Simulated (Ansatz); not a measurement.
# Effective masses and thermopower of BN under load (space group P6_3mc)

Here is the system:

```
CELL_PARAMETERS angstrom
      2.52195     0.00000     0.00000
     -1.26098     2.18407     0.00000
      0.00000     0.00000     4.17252
ATOMIC_POSITIONS crystal
  B  0.33333 0.66667 0.00035
  B  0.66667 0.33333 0.50035
  N  0.33333 0.66667 0.37465
  N  0.66667 0.33333 0.87465
```

These are r2SCAN, rigid bands (plane waves, PAW, scalar-relativistic; Ansatz, a first-principles code) values and carry that method's errors. Condition of this run: hydrostatic pressure of 9 GPa (compression positive) (the target of the relaxation). Geometry: cell and atoms relaxed with PBEsol, then loaded as said.

The band gap comes out as 5.70 eV and the electron conductivity mass (300 K, dilute) is 0.49 (x), 0.49 (y), 0.30 (z) mₑ. The hole conductivity mass (300 K, dilute) is 0.81 (x), 0.81 (y), 1.24 (z) mₑ. The effective density of states N_c (300 K) is 1.3e19 cm⁻³, the effective density of states N_v (300 K) comes out as 4.7e19 cm⁻³ and the density-of-states mass, electrons is 0.64 mₑ. The density-of-states mass, holes is 1.53 mₑ, the Seebeck coefficient, n-type 1e19 cm⁻³, 300 K is -246 μV/K and the best n-type power factor at 300 K for τ = 10 fs (best axis; densities from 1e16 to 1e21 cm⁻³ tried, whether or not they can be reached) is 7.5 μW/(cm·K²) at 3e19 cm⁻³. The Seebeck coefficient, p-type 1e19 cm⁻³, 300 K is 347 μV/K. The best p-type power factor at 300 K for τ = 10 fs (best axis; densities from 1e16 to 1e21 cm⁻³ tried, whether or not they can be reached) is 9.3 μW/(cm·K²) at 1e20 cm⁻³.

Rigid bands; masses and Seebeck coefficients take one relaxation time τ for all states and one kind of carrier; polarons and phonon drag are left out. Spin-orbit coupling is left out. Geometry: cell and atoms relaxed with PBEsol.
